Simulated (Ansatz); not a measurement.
Consider Rh in the fcc (Cu type) structure (space group Fm-3m, No. 225).

```
CELL_PARAMETERS angstrom
      0.00000     1.89000     1.89000
      1.89000     0.00000     1.89000
      1.89000     1.89000     0.00000
ATOMIC_POSITIONS crystal
  Rh 0.00000 0.00000 0.00000
```

Computed with PBEsol (Ansatz, a program for electronic structure), scalar-relativistic without spin-orbit coupling.

For the base:

```
Item          Result
-------  -----------
Density  12.66 g/cm³
```

One thing is altered: cell and atoms relaxed at a pressure of 5 GPa.

### Question
Estimate the effect on the density.

### Answer
The density goes up by 0.207 g/cm³, from 12.66 g/cm³ to 12.86 g/cm³.

Load acts through the strain it causes; cell and atoms are relaxed under it. Stability against distortions was not tested. No other phases were tried under pressure. The final runs are not spin-polarised.
